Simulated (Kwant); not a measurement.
Model system: wire with a row of barriers in a GaN two-dimensional gas. Effective mass 0.22 mₑ, grid spacing 3.3 nm, hard walls, nominal width 80 nm (25 grid rows, so walls 85.8 nm apart), one parabolic valley, scattering region 330 nm long along x; energies count from the band bottom; Fermi energy swept from 0.00021365 to 0.0025371 eV. 2 barrier(s) across the wire, height 0.023 eV, thickness 9.9 nm (about 3 grid columns), spaced by 52.8 nm.

The device is made up for the run: typed textbook-type constants, with dimensions and the other settings drawn at random.

Computed with Kwant: effective-mass tight-binding model on a square grid, one spin, coherent transport at 0 K. Conductance is in e²/h.

Task: How many channels do the leads carry at E = 1.13, 2.38 meV?

Result: The hard-wall thresholds are n² ħ²π²/(2mW²) = n² × 0.232 meV with W = 85.8 nm. √(1.13/0.232) = 2.21, so 2. √(2.38/0.232) = 3.20, so 3.
